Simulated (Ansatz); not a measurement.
Levels about the gap of amorphous Hf$_{14}$O$_{35}$Si$_{4}$ (53 atoms in a cell of 708 Å³, 7.44 g/cm³; zone centre alone, so wide bands show as single levels with stretches between that a denser mesh fills), at the geometry that PBE relaxed, where it gives 1.5 GPa on a denser mesh. The participation number counts the atoms over which a state spreads; weights are charges in smoothed Voronoi cells. The levels come from a single point, so bond lengths are those of that geometry. Method of the levels: r2SCAN, scalar-relativistic without spin-orbit coupling (Ansatz, an electronic-structure program). Sampling: the zone centre alone; Fermi-Dirac width 0.01 eV; collinear spin, started from moments on atoms (the moments died out). The usual formal charges leave 2 electrons over, so the level spacing at the Fermi energy parts defect or band states and needn't be the band gap.

It comes from a melt-quench run on a machine-learned potential (CHGNet), relaxed afterwards by DFT. O atoms were pushed apart under 1.9 Å during the dynamics, to hinder bonds among them. The hot cell started wider than the set density and was brought back towards it in steps. It is the lowest in DFT energy of 2 quenches. It is a model cell: composition and starting density were chosen by hand, and all elements were melted together. No dispersion term was used. Its density started from a set value of 7.44 and ended at 7.44 g/cm³. Cooling (nominally 450 K/ps over its main leg) ran many orders faster than in experiment, which tends to leave more defects and strain. A cell of this size samples the disorder only roughly. The volume was held where the preparation left it, at a PBE pressure of 1.5 GPa. Stress components on the final sampling reach 2.1 GPa. On a 2×2×2 Γ-centred mesh force components of up to 0.36 eV/Å stay, since the relaxation ran on the zone centre alone.

```
E - E(highest filled), eV  filling  spin  participation number        largest on  weight O  weight Hf  weight Si
-------------------------  -------  ----  --------------------  ----------------  --------  ---------  ---------
-3.15                       filled    dn                  10.4   O, 3 neighbours      0.95       0.04       0.01
-3.05                       filled    up                   8.1   O, 3 neighbours      0.94       0.06       0.01
-3.05                       filled    dn                   8.1   O, 3 neighbours      0.94       0.06       0.01
-2.97                       filled    up                   6.4   O, 2 neighbours      0.94       0.05       0.01
-2.97                       filled    dn                   6.4   O, 2 neighbours      0.94       0.05       0.01
0.00                        filled    dn                  10.2  Hf, 6 neighbours      0.42       0.57       0.01
0.00                        filled    up                  10.2  Hf, 6 neighbours      0.42       0.57       0.01
1.39                         empty    dn                  14.8  Hf, 5 neighbours      0.37       0.63       0.00
1.39                         empty    up                  14.8  Hf, 5 neighbours      0.37       0.63       0.00
1.60                         empty    dn                  14.7  Hf, 6 neighbours      0.42       0.57       0.01
1.60                         empty    up                  14.7  Hf, 6 neighbours      0.42       0.57       0.01
1.82                         empty    dn                  19.1  Hf, 6 neighbours      0.38       0.60       0.01
1.82                         empty    up                  19.1  Hf, 6 neighbours      0.38       0.60       0.01
1.89                         empty    dn                  18.6  Hf, 6 neighbours      0.38       0.61       0.01
```

Most localised among these is the filled level at -2.97 eV, on a O atom, which has 2 neighbours (Hf 1.91 Å, Hf 1.97 Å).
